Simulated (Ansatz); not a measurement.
Pair distribution function (Mo-Te) of MoTe2 (2H layers), cell Te48Mo24, started from the crystal [in the run: it stayed crystalline; mean temperature 783 K (target 820 K); density 7.77 g/cm³; Γ point only, which a denser mesh shifts by -0.3 GPa in pressure and 0.08 eV/Å in forces], from MD at 783 K. Calculation: PBE + D3(BJ), large-core Te (plane waves, PAW; Ansatz, a quantum-chemistry and plane-wave program). Volume per atom 25.02 Å³, mean pressure 0.1 GPa. 

| r (Å) | g(r) |
|---|---|
| 1.74 | 0.00 |
| 1.78 | 0.00 |
| 1.82 | 0.00 |
| 1.86 | 0.00 |
| 1.90 | 0.00 |
| 1.94 | 0.00 |
| 1.98 | 0.00 |
| 2.02 | 0.00 |
| 2.06 | 0.00 |
| 2.10 | 0.00 |
| 2.14 | 0.00 |
| 2.18 | 0.00 |
| 2.22 | 0.00 |
| 2.26 | 0.00 |
| 2.30 | 0.00 |
| 2.34 | 0.00 |
| 2.38 | 0.00 |
| 2.42 | 0.01 |
| 2.46 | 0.04 |
| 2.50 | 0.32 |
| 2.54 | 1.04 |
| 2.58 | 2.94 |
| 2.62 | 5.38 |
| 2.66 | 8.44 |
| 2.70 | 9.95 |
| 2.74 | 9.96 |
| 2.78 | 8.42 |
| 2.82 | 5.70 |
| 2.86 | 3.64 |
| 2.90 | 2.13 |
| 2.94 | 1.09 |
| 2.98 | 0.52 |
| 3.02 | 0.21 |
| 3.06 | 0.09 |
| 3.10 | 0.03 |
| 3.14 | 0.02 |
| 3.18 | 0.00 |
| 3.22 | 0.00 |
| 3.26 | 0.00 |
| 3.30 | 0.00 |
| 3.34 | 0.00 |
| 3.38 | 0.00 |
| 3.42 | 0.00 |
| 3.46 | 0.00 |
| 3.50 | 0.00 |
| 3.54 | 0.00 |
| 3.58 | 0.00 |
| 3.62 | 0.00 |
| 3.66 | 0.00 |
| 3.70 | 0.00 |
| 3.74 | 0.00 |
| 3.78 | 0.00 |
| 3.82 | 0.00 |
| 3.86 | 0.00 |
| 3.90 | 0.01 |
| 3.94 | 0.01 |
| 3.98 | 0.02 |
| 4.02 | 0.07 |
| 4.06 | 0.15 |
| 4.10 | 0.25 |
| 4.14 | 0.37 |
| 4.18 | 0.56 |
| 4.22 | 0.83 |
| 4.26 | 1.10 |
| 4.30 | 1.37 |
| 4.34 | 1.64 |
| 4.38 | 1.95 |
| 4.42 | 2.13 |
| 4.46 | 2.23 |
| 4.50 | 2.12 |
| 4.54 | 1.93 |
| 4.58 | 1.64 |
| 4.62 | 1.33 |
| 4.66 | 1.00 |
| 4.70 | 0.77 |
| 4.74 | 0.51 |
| 4.78 | 0.35 |
| 4.82 | 0.27 |
| 4.86 | 0.20 |
| 4.90 | 0.22 |
| 4.94 | 0.27 |
| 4.98 | 0.30 |
| 5.02 | 0.39 |
| 5.06 | 0.48 |
| 5.10 | 0.53 |
| 5.14 | 0.55 |
| 5.18 | 0.53 |
| 5.22 | 0.49 |

Question: Read off where the first shell ends and the number of neighbours in it.

Answer: g is nil from 3.2 to 3.9 Å, so any cut there serves; 6.0 Te round each Mo and 3.0 Mo round each Te in the shell, from n = 4πρ∫r²g(r)dr.
